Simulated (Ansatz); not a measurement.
Consider TiC in the rock salt structure (space group Fm-3m, No. 225).

```yaml
crystal:
  lattice:
    - [0.00000, 2.14648, 2.14648]
    - [2.14648, 0.00000, 2.14648]
    - [2.14648, 2.14648, 0.00000]
  atoms:
    - { symbol: C, position: [0.00000, 0.00000, 0.00000] }
    - { symbol: Ti, position: [0.50000, 0.50000, 0.50000] }
```

All numbers come from PBEsol (Ansatz, a first-principles code, PAW, no spin-orbit coupling), earlier PAW set.

One change was made to it. Results:

```csv
quantity,base,after
volume per atom,9.89 Å³,17.27 Å³
band gap,zero,zero
```

Q: What was done to the base?
(A) Ti → Hf
(B) C → W
(C) C → Pb

A: B, C → W. For comparison, the volume per atom in the other runs: Ti → Hf gives 12.22 Å³; C → Pb gives 22.31 Å³.

With Pb present, leaving out spin-orbit coupling can change the band edges. No phonon test of stability was made. As relaxed here, TiW and TiPb are hypothetical phases, not in the database extracts checked. All final runs are without spin polarisation.
